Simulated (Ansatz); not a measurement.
Tb5Si3 (P6₃/mcm, No. 193)

Level of theory: r²SCAN-D4 (plane waves, PAW; Ansatz, a program for electronic structure).

Settings: plane-wave cutoff 500 eV, 6×6×6 k mesh, Fermi–Dirac smearing 0.05 eV, spin-polarised start, scalar-relativistic PAW data made under PBE.

Cell (relaxed at this level):

Space group P6₃/mcm (No. 193); a = b = 8.510 Å, c = 6.285 Å, α = β = 90.00°, γ = 120.00°

```tsv
atom	site	symmetry	x	y	z
Tb	6g	m2m	0.2594	0.2594	0.7500
Tb	4d	3.2	0.3333	0.6667	0.0000
Si	6g	m2m	0.3846	0.3846	0.2500
```

For Tb5Si3 (P6₃/mcm, No. 193), the equilibrium volume per atom is 24.64 Å³/atom. The equilibrium lattice constant a is 8.510 Å and the lattice parameter c comes out as 6.285 Å.

Note: the magnetic order was assumed, not searched for or taken from measurement; the 4f shell is treated without U or exact exchange, so its levels and filling can be wrong.

Spin–orbit coupling is not included.

The computed numbers hold no vibrational or temperature effects.
